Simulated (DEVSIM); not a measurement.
Structure: abrupt Si p-n junction, at 300 K.

| layer (left to right) | material | thickness (μm) | Nd (cm⁻³) | Na (cm⁻³) | τn (s) | τp (s) |
|---|---|---|---|---|---|---|
| 1 | Si | 0.250 | - | 6.4e18 | 0.00051 | 0.00051 |
| 2 | Si | 6.40 | 1.5e17 | - | 0.00051 | 0.00051 |

Left contact: ohmic. Right contact: ohmic. Voltage is applied to the left contact. Recombination: SRH at mid-gap, radiative. Mobility is μmin + (μ − μmin)/(1 + (N/Nref)^α).

This is a model device: material constants are rounded textbook-type values typed into the input, and sizes, dopings and lifetimes were drawn at random. Values at 300 K.

```csv
parameter,Si
gap (eV),1.124
affinity (eV),4.05
permittivity,11.7
Nc (cm⁻³),2.86e19
Nv (cm⁻³),3.1e19
μn (cm²/Vs),1417
μp (cm²/Vs),470
"μn,min",52
"μp,min",45
"Nref,n",9.7e16
"Nref,p",2.2e17
αn,0.68
αp,0.72
B (cm³/s),4.7e-15
```

DEVSIM, 1D drift-diffusion, Boltzmann statistics, complete ionisation; no tunnelling, impact ionisation, image-force lowering or self-heating.

Give the dark forward current.


(V (V), J (A/cm²)): (0.15, 6.3e-10); (0.20, 4.3e-9); (0.25, 2.9e-8); (0.30, 2.0e-7); (0.35, 1.4e-6); (0.40, 9.6e-6); (0.45, 6.7e-5); (0.50, 0.00046); (0.55, 0.0032); (0.60, 0.022); (0.65, 0.15); (0.70, 1.1); (0.75, 7.2); (0.80, 47); (0.85, 270); (0.90, 1100); (0.95, 3600)
